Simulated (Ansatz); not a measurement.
The parent structure is an 8-atom supercell of CdO in the rock salt structure (space group Fm-3m, No. 225; a = 4.6909 Å) at its relaxed geometry.

Method: PBEsol, PAW, 420 eV (Ansatz, an electronic-structure program; no spin-orbit coupling), earlier PAW set.

One neutral defect a cell, atoms relaxed at fixed cell.

One change was made to it. Results:

```csv
quantity,base,after
largest displacement of a host atom from its site in the perfect cell,–,0.57 Å
pressure,0.0 GPa,1.0 GPa
```

### Question
Which change produced these results?
(A) Li interstitial (started 1.83 Å from the nearest host atom), symmetric start
(B) Cd on a O site (antisite), symmetric start
(C) Si on a Cd site

### Answer
C, Si on a Cd site. For comparison, the largest displacement of a host atom from its site in the perfect cell in the other runs: Cd on a O site (antisite), symmetric start gives 0.00 Å; Li interstitial (started 1.83 Å from the nearest host atom), symmetric start gives 0.24 Å.

The cell is small, so the values are those of an ordered compound at a high defect concentration; dilute-limit values will differ. A case with no gap was solved on a k-mesh chosen for an insulator, which is coarse for it. Defects with a symmetric start kept the site's symmetry and may sit on a saddle; the others started slightly shaken. All final runs are without spin polarisation.
